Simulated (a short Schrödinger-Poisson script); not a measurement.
Stack: symmetric double-gate stack, SiO2 on p-type Si(100), at 300 K.

| layer | material | thickness (nm) | Na (cm⁻³) |
|---|---|---|---|
| 1 | SiO2 | 2 | - |
| 2 | Si | 4 | 9e17 |
| 3 | SiO2 | 2 | - |

The device is made up for the run: typed textbook-type constants, with dimensions and the other settings drawn at random. SiO2: permittivity 3.9, conduction-band edge (eV) 3.15, gap (eV) 9, electron mass (mₑ) 0.5. Si: permittivity 11.7, conduction-band edge (eV) 0, gap (eV) 1.124, Nv at 300 K (cm⁻³) 3.1e19.

Channel valleys (confinement mass, in-plane density-of-states mass, number): Δ2 0.916, 0.19, 2; Δ4 0.19, 0.417, 4. At the gates, both at one voltage, the conduction-band edge of layer 1 lies 3.43 eV − eVg above the Fermi level of the channel. Gaps are held at their typed values at every temperature. Mesh 0.03 nm at interfaces.

From a short Schrödinger-Poisson script (our own, NumPy): 1D Poisson equation in equilibrium, electrons quantum, Hartree (BenDaniel-Duke, 12 states a valley, the channel's in-plane mass for all, wave functions free to enter the dielectric), parabolic valleys, classical holes, full ionisation, no traps, pinning or gate leakage.

The same stack at other levels of the model or other numerical settings:

```json
[
 {"run": "base", "sheet density of all electrons at Vg = 1.7 V (cm⁻²)": "2.48e13", "sheet density of all electrons at Vg = 0.5 V (cm⁻²)": "3.43e12", "capacitance of both gates at Vg = 1.7 V (μF/cm²)": "2.97", "rough cost against the base": "about 1"},
 {"run": "electrons treated as classical, Boltzmann", "sheet density of all electrons at Vg = 1.7 V (cm⁻²)": "[?]", "sheet density of all electrons at Vg = 0.5 V (cm⁻²)": "4.45e12", "capacitance of both gates at Vg = 1.7 V (μF/cm²)": "3.32", "rough cost against the base": "0.03"},
 {"run": "electrons treated as classical, Fermi-Dirac", "sheet density of all electrons at Vg = 1.7 V (cm⁻²)": "[?]", "sheet density of all electrons at Vg = 0.5 V (cm⁻²)": "[?]", "capacitance of both gates at Vg = 1.7 V (μF/cm²)": "3.15", "rough cost against the base": "0.09"},
 {"run": "mesh six times as coarse", "sheet density of all electrons at Vg = 1.7 V (cm⁻²)": "2.47e13", "sheet density of all electrons at Vg = 0.5 V (cm⁻²)": "3.41e12", "capacitance of both gates at Vg = 1.7 V (μF/cm²)": "2.96", "rough cost against the base": "0.3"},
 {"run": "one subband a valley", "sheet density of all electrons at Vg = 1.7 V (cm⁻²)": "2.45e13", "sheet density of all electrons at Vg = 0.5 V (cm⁻²)": "3.40e12", "capacitance of both gates at Vg = 1.7 V (μF/cm²)": "2.94", "rough cost against the base": "0.3"}
]
```

**Question.** Fill in the missing entries.

**Answer.** 
- electrons treated as classical, Fermi-Dirac, sheet density of all electrons at Vg = 1.7 V (cm⁻²): 2.73e13
- electrons treated as classical, Fermi-Dirac, sheet density of all electrons at Vg = 0.5 V (cm⁻²): 4.37e12
- electrons treated as classical, Boltzmann, sheet density of all electrons at Vg = 1.7 V (cm⁻²): 2.84e13

The classical rows ignore confinement, and Boltzmann statistics overrate the density once the band edge passes the Fermi level.
